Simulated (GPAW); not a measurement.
Troubleshooting GPAW: a failed run on MoPbO4 (I4_1/a, 12 atoms in the cell). The aim is a self-consistent single point with DFT PBEsol, plane waves, GPAW PAW datasets PBEsol (made by gpaw-setup).

The input file:

```python
from ase import Atoms
from ase.units import GPa
from gpaw import GPAW

atoms = Atoms(['Pb', 'Pb', 'Mo', 'Mo', 'O', 'O', 'O', 'O', 'O', 'O', 'O', 'O'],
              cell=[[-2.713468, 2.713468, 6.045630],
                    [2.713468, -2.713468, 6.045630],
                    [2.713468, 2.713468, -6.045630]],
              positions=[[0.000000, 0.000000, 6.045630],
                         [2.713468, 0.000000, 3.022815],
                         [0.000000, 2.713468, 3.022815],
                         [0.000000, 0.000000, 0.000000],
                         [1.440309, -0.738063, 8.090262],
                         [0.738063, 4.153777, -0.978183],
                         [1.273159, 3.451531, 2.044632],
                         [1.975405, -1.440309, 5.067447],
                         [1.273159, 0.738063, 0.978183],
                         [1.975405, 1.273159, -2.044632],
                         [1.440309, 1.975405, 7.023813]],
              pbc=True)

calc = GPAW(mode={'name': 'pw', 'ecut': 900},
            xc='PBEsol',
            kpts=(3, 3, 3),
            occupations={'name': 'fermi-dirac', 'width': 0.136},
            nbands=-4,
            convergence={'density': 1e-05, 'bands': -2},
            symmetry={'symmorphic': False, 'tolerance': 0.0005},
            maxiter=120)

atoms.calc = calc

energy = atoms.get_potential_energy()
print('Energy (eV):', round(energy, 6))
forces = atoms.get_forces()
print('Forces (eV/Ang):')
print(forces.round(5))
stress = atoms.get_stress()
print('Stress (GPa, Voigt):', (stress / GPa).round(4))
```

Output, abridged:

```
Traceback (most recent call last):
   [... frames left out ...]
ValueError: Array "positions" has wrong length: 11 != 12.
```

From the messages shown, name the fault and mend the input.

The fault is an atom count that does not match the list of atoms (one position left out); here the program stops on it instead of giving results. To fix it, make the count match the list. The program stopped before any SCF iteration.

The sound input it was made from differs as follows (other fixes are possible):
```diff
-                         [1.440309, 1.975405, 7.023813]],
+                         [1.440309, 1.975405, 7.023813],
+                         [0.738063, 1.440309, 4.000998]],
-            nbands=-4,
-            convergence={'density': 1e-05, 'bands': -2},
+            nbands=-16,
+            convergence={'density': 1e-05},
```

With that input, the run converged in 25 iterations: free energy E − TS (from the program's reference atoms) -98.2967 eV; largest force (vector length) 0.063 eV/Å (DFT PBEsol, plane waves, GPAW PAW datasets PBEsol (made by gpaw-setup)).

On the sound input: the starting cell comes from a database of published, mostly measured structures (it also holds non-ambient and calculated ones), without a prior relaxation at this level. Its lattice was rescaled by a random factor within 2.5 % of one. Spin polarisation is off.
